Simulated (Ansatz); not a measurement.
**A computed series for Al: response to strain**

The reference is Al in the fcc (Cu type) structure (space group Fm-3m, No. 225; a = 3.994 Å; relaxed with 0.1 eV smearing). Axes: x, y, z lie along the cube axes.

Strains are applied to the cell and any free atomic positions relax; under biaxial strain the out-of-plane vector relaxes too.

Calculations: r2SCAN/PAW in Ansatz (an electronic-structure program), no spin-orbit coupling.

Notes on the quantities. energy relative to the base: free energy F.

| biaxial strain, plane normal [111], relaxed out of plane (%) | energy relative to the base (meV/atom) |
|---|---|
| -2.5 | 11.3 |
| -2.08 | 7.6 |
| -1.67 | 4.7 |
| -1.25 | 2.6 |
| -0.83 | ? |
| -0.42 | 0.3 |
| 0 | 0.0 |

Task: Fit ΔE = Aε² + Bε³ (ε in %) to the rows shown and predict the withheld row.

Result: Least squares on the printed values gives A = 1.48 and B = -0.13 meV/atom (largest residual 0.0 meV/atom); this predicts 1.1 meV/atom, and the run gives 1.1 meV/atom, in agreement.

Whether these cells are dynamically stable was not tested.
